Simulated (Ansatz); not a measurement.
We consider AlB2-type HfB2, described by PBEsol-D3(BJ) in Ansatz (PAW).

Numerical settings: plane-wave cutoff 520 eV, 24×24×16 k mesh (along the axes of the cell as run), Fermi–Dirac smearing 0.05 eV, scalar-relativistic PAW data made under PBE.

Energies at three volumes about the minimum:

```csv
V (Å³/atom),E − E_lowest (meV/atom)
9.322,3.34
9.513,0.00
9.703,3.13
```

### Question
Fit a parabola by hand: where is the minimum, and what is the bulk modulus?

### Answer
Slopes: (0.00 − 3.34)/(9.513 − 9.322) = -17.487 and (3.13 − 0.00)/(9.703 − 9.513) = 16.474 meV/Å³. Curvature E″ = 2 × (16.474 − (-17.487))/(9.703 − 9.322) = 178.273 meV/Å⁶. From the middle of the first interval, the slope vanishes at V0 = 9.4175 − (-17.487)/178.273 = 9.516 Å³/atom. B = V0 E″ = 9.516 × 178.273 meV/Å³ × 0.1602 GPa per meV/Å³ = 272 GPa. The full Birch–Murnaghan fit to all volumes gives V0 = 9.512 Å³/atom and B0 = 272 GPa.

Shape and atoms are relaxed at each volume.

Measured, for comparison: bulk modulus 282 GPa (room temperature, no zero-point or thermal correction, hydrostatic curve from radial diffraction; as tabulated in Experimental and computational studies of compression and deformation behavior …); equilibrium volume per atom 9.91 Å³/atom (room temperature, no zero-point or thermal correction; as tabulated in Burrage et al. (2022), doi:10.3390/ma15082762). Computed (rounded) less measured: bulk modulus -4 %, equilibrium volume per atom -4.0 %.

Note: the bulk modulus comes from volumes at which shape and atoms were relaxed.

Ansatz is a first-principles code.
